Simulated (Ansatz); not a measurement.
The starting structures come from a database of crystals and need not be the phases stable at ambient conditions.

 Where the default PAW files enter, the runs use the earlier of Ansatz's two default sets.

## Evanescent states of YSF (P4/nmm, not sure to be the ambient phase, 6 atoms a cell, 16.2 Å³ an atom) along the normal of (100)

All values below come from r2SCAN (plane waves, PAW; Ansatz, an electronic-structure program).

The gap is the functional's own, uncorrected, and κ follows it; spin-orbit coupling is left out. Mid-gap values are interpolated between the computed energies.

Energies count from the valence-band top; κ is the least over a 8×6 mesh across the current.

```csv
E (eV),κ (1/Å),where
0.05,0.061,Γ
0.15,0.103,Γ
0.25,0.131,Γ
0.35,0.153,Γ
0.45,0.170,Γ
0.55,0.185,Γ
0.65,0.197,off Γ
0.75,0.204,off Γ
0.85,0.210,off Γ
0.95,0.213,off Γ
1.05,0.215,off Γ
1.15,0.210,off Γ
1.25,0.197,Γ
1.35,0.178,Γ
1.45,0.156,Γ
1.55,0.129,Γ
1.65,0.094,Γ
1.75,0.029,Γ
```

**Question.** How thick must the barrier be to attenuate the transmission by 10^4 when the electrodes' Fermi level lies at 1.45 eV, and what attenuation does that film give at 0.95 eV?

**Answer.** d = 4 ln 10 / (2 × 0.156) = 29.5 Å. At 0.95 eV it gives 4 × 0.213/0.156 = 5.5 decades.
